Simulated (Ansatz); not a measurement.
# Fluorite AuAl2: properties by level of theory

| level (code) | equilibrium lattice constant a (Å) | bulk modulus (GPa) | cohesive energy (eV/atom) |
|---|---|---|---|
| BLYP (Ansatz) | 6.141 | 86.8 | 2.95 |
| rVV10 (Ansatz) | 6.100 | 97.4 | 3.78 |
| LC-ωPBE (Ansatz) | 5.954 | 139 | 3.75 |

Ansatz's density-functional and Hartree–Fock values are scalar-relativistic unless marked +SOC, with PAW data made under PBE.

Free atoms are spin-polarised, in the lowest state found; at levels without +SOC their spin–orbit coupling is left out.

Static lattice: no zero-point or thermal effects.

Ansatz is a program for electronic structure.
